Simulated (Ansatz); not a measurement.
LiSrH3 (model structure, started from the BaLiH3 type, Pm-3m, No. 221, 5 atoms in the cell) was calculated with HSE06 (Ansatz, a quantum-chemistry and plane-wave program, plane waves, PAW).

Numerical settings: plane-wave cutoff 460 eV, 6×6×6 k mesh, Fermi–Dirac smearing 0.01 eV, scalar-relativistic PAW data made under PBE.

Cell (relaxed with PBEsol):

LiSrH3 is taken in the cubic space group Pm-3m (No. 221), the cubic perovskite structure, Pearson symbol cP5. Cell: a = 3.752 Å, b = 3.752 Å, c = 3.752 Å, α = 90.00°, β = 90.00°, γ = 90.00°. Sr on 1a has 12 H at 2.653 Å (cuboctahedral). Li on 1b has 6 H at 1.876 Å (octahedral). H on 3c has 2 Li at 1.876 Å and 4 Sr at 2.653 Å (octahedral). (Neighbours: up to the widest gap in distance over summed covalent radii, below 1.35, at either atom; cation-cation and far metal-metal contacts left out.)

Problem. Give the computed band gap, smallest direct gap on the k points sampled and direct gap at Γ.

Solution. 
band gap: 2.79 eV (on the SCF k mesh)
smallest direct gap on the k points sampled: 3.94 eV
direct gap at Γ: 8.01 eV

Note: the relaxation could raise the start's symmetry but not lower it, so the cell can be a saddle point; cell and atoms aren't relaxed at this level (pressure 1.4 GPa).

Spin–orbit coupling is not included.

The computed numbers hold no vibrational or temperature effects.

A model structure was made by putting elements into a prototype or built by hand; it is no filed structure, need not be a known phase, and can be a saddle point held by its symmetry.
